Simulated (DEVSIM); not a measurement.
System: abrupt Si p-n junction, at 250 K.

Layer 1 from the left is Si, thickness (μm) 4.90, Na (cm⁻³) 1.1e16, τn (s) 2.3e-6, τp (s) 2.3e-6. Layer 2 from the left is Si, thickness (μm) 0.850, Nd (cm⁻³) 1.2e17, τn (s) 2.3e-6, τp (s) 2.3e-6.

Left contact: ohmic. Right contact: ohmic. Voltage is applied to the left contact. Recombination: SRH at mid-gap, radiative, Auger. Mobility is constant in doping.

Constants are typed, rounded textbook-type inputs, not results; the design itself was drawn at random and stands for no fabricated device. Values at 300 K; Nc and Nv go as T^1.5, mobilities as T to minus their exponent, the gap by Varshni's rule with the affinity fixed.

Si: gap (eV) 1.124, affinity (eV) 4.05, permittivity 11.7, Nc (cm⁻³) 2.86e19, Nv (cm⁻³) 3.1e19, μn (cm²/Vs) 1417, μp (cm²/Vs) 470, T exponent of μn 2.3, T exponent of μp 2.2, B (cm³/s) 4.7e-15, Cn (cm⁶/s) 2.8e-31, Cp (cm⁶/s) 9.9e-32, Varshni α (eV/K) 0.000473, Varshni β (K) 636.

Model (solved in DEVSIM): 1D drift-diffusion, Boltzmann statistics, complete ionisation; no tunnelling, impact ionisation, image-force lowering or self-heating.

Dark forward current:

| |V| (V) | |J| (A/cm²) |
|---|---|
| 0.05 | 1.324e-11 |
| 0.10 | 5.471e-11 |
| 0.15 | 1.985e-10 |
| 0.20 | 7.493e-10 |
| 0.25 | 3.318e-9 |
| 0.30 | 1.929e-8 |
| 0.35 | 1.475e-7 |
| 0.40 | 1.335e-6 |
| 0.45 | 1.301e-5 |
| 0.50 | 0.0001302 |
| 0.55 | 0.001316 |
| 0.60 | 0.01333 |
| 0.65 | 0.1351 |
| 0.70 | 1.363 |
| 0.75 | 13.21 |
| 0.80 | 101.4 |
| 0.85 | 459.5 |
| 0.90 | 1285 |
| 0.95 | 2667 |

**Question.** Work out the local ideality factor n = ΔV / (kT/q · ln(J2/J1)) between the rows 0.10 and 0.15 V, 0.60 and 0.65 V, 0.90 and 0.95 V.

**Answer.** kT/q = 21.54 mV. From 0.10 to 0.15 V: ln(1.985e-10/5.471e-11) = 1.289, n = 1.80. From 0.60 to 0.65 V: ln(0.1351/0.01333) = 2.316, n = 1.00, near the 1 of diffusion or emission over a barrier. From 0.90 to 0.95 V: ln(2667/1285) = 0.730, n = 3.18.

**Question.** Estimate the current at 0.55 V from the Shockley equation with J0 = Σ q ni² D/(N L) coth(W/L), τ joining the SRH, radiative and Auger lifetimes that are on, and W taken as the whole layer.

**Answer.** ni² = 6.36e15 cm⁻⁶; electrons in the p layer: μ = 2160 cm²/Vs, D = 46.4 cm²/s, τ = 2.30e-6 s, L = 103 μm, W/L = 0.047, term 8.79e-15 A/cm²; holes in the n layer: μ = 702 cm²/Vs, D = 15.1 cm²/s, τ = 2.28e-6 s, L = 58.7 μm, W/L = 0.014, term 1.51e-15 A/cm². J0 = 1.03e-14 A/cm², and J = J0 exp(qV/kT) = 0.00126 A/cm². The simulation gives 0.00132 A/cm²; the estimate lies 3.9 % below. The estimate leaves out recombination in the depletion region and that region's share of W.
